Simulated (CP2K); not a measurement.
Short convergence ladders for a (110) slab of HgTe (cut from a parent of space group no. 216; 8 atoms in the cell)

```
CELL_PARAMETERS angstrom
      6.42770     0.00000     0.00000
      0.00000     4.54507     0.00000
      0.00000     0.00000    20.81760
ATOMIC_POSITIONS crystal
  Hg 0.00000 0.25000 0.44542
  Hg 0.50000 0.75000 0.33625
  Hg 0.00000 0.25000 0.66375
  Hg 0.50000 0.75000 0.55458
  Te 0.25000 0.25000 0.33625
  Te 0.75000 0.75000 0.44542
  Te 0.25000 0.25000 0.55458
  Te 0.75000 0.75000 0.66375
```

Base method: CP2K with PBEsol, GPW, DZVP-MOLOPT-SR-GTH basis, GTH-PBE potentials (GTH_POTENTIALS).

Base settings: CUTOFF = 500 Ry; REL_CUTOFF = 60 Ry; SMEAR/METHOD = FERMI_DIRAC; ELECTRONIC_TEMPERATURE = 116.05 K; KPOINTS/SCHEME = MONKHORST-PACK 2 3 1; GAMMA_CENTERED = T; XC_FUNCTIONAL = PBE:PBESOL; Hg/BASIS_SET = DZVP-MOLOPT-SR-GTH; Hg/POTENTIAL = GTH-PBE-q12; Te/BASIS_SET = DZVP-MOLOPT-SR-GTH.

**The vacuum**

The mesh stays at the base's, so the ladder's end is converged at best in this setting alone.

Only quantities that move along the ladder and can be compared are tabulated; forces are left out, as grid noise moves with the cell; the gap is left out on so coarse a mesh.

| vacuum between outermost atoms (Å) | free energy less the last step's (meV/atom) |
|---|---|
| 3.0 | -45.23 |
| 4.0 | 0.58 |
| 5.0 | 2.80 |
| 7.0 | 0.16 |
| 10.0 | -0.01 |
| 14.0 | 0.00 |
| 20.0 | 0.00 |
| 30.0 | 0.00 |

Smallest vacuum between outermost atoms (Å) that holds the free energy within 2 meV/atom of the last step, with all finer ones: 7.0; the step before is off by 2.8 meV/atom.

**The k-point mesh**

Moved along: GAMMA_CENTERED.

Only quantities that move along the ladder and can be compared are tabulated.

```tsv
KPOINTS/SCHEME	free energy less the last step's (meV/atom)	largest difference of a force vector from the last step's (eV/Å)
MONKHORST-PACK 1 2 1	99.84	0.348
MONKHORST-PACK 2 3 1	31.97	0.068
MONKHORST-PACK 3 4 1	10.07	0.020
MONKHORST-PACK 4 5 1	3.39	0.006
MONKHORST-PACK 5 7 1	0.59	0.002
MONKHORST-PACK 7 10 1	0.07	0.001
MONKHORST-PACK 10 14 1	0.00	0.000
```

Coarsest KPOINTS/SCHEME that holds the forces within 0.005 eV/Å of the last step, with all finer ones: MONKHORST-PACK 5 7 1; the step before is off by 0.006 eV/Å.

Coarsest KPOINTS/SCHEME that holds the free energy within 0.5 meV/atom of the last step, with all finer ones: MONKHORST-PACK 7 10 1; the step before is off by 0.59 meV/atom.

**The cutoff of the density grid**

The mesh stays at the base's, so the ladder's end is converged at best in this setting alone.

Only quantities that move along the ladder and can be compared are tabulated; the gap is left out on so coarse a mesh.

```tsv
CUTOFF	largest difference of a force vector from the last step's (eV/Å)
250 Ry	0.009
300 Ry	0.001
350 Ry	0.001
420 Ry	0.000
500 Ry	0.000
600 Ry	0.000
```

Coarsest CUTOFF that holds the forces within 0.005 eV/Å of the last step, with all finer ones: 300 Ry; the step before is off by 0.009 eV/Å.

On the base run: the starting cell has typed, rounded lattice constants, without a prior relaxation at this level. The slab is cut from that crystal, and its faces are unrelaxed. Its lattice was rescaled by up to half a per cent. Spin polarisation is off, though cut faces can carry moments; a gap of a slab can lie between surface states. Values carry the incompleteness of an atom-centred basis. The potentials were made for another functional than the one used.

Left out of this page: 1 run of the series stopped by limits of time or memory; 1 run of the series outside the window shown, repeating another row's setting, or not comparable.
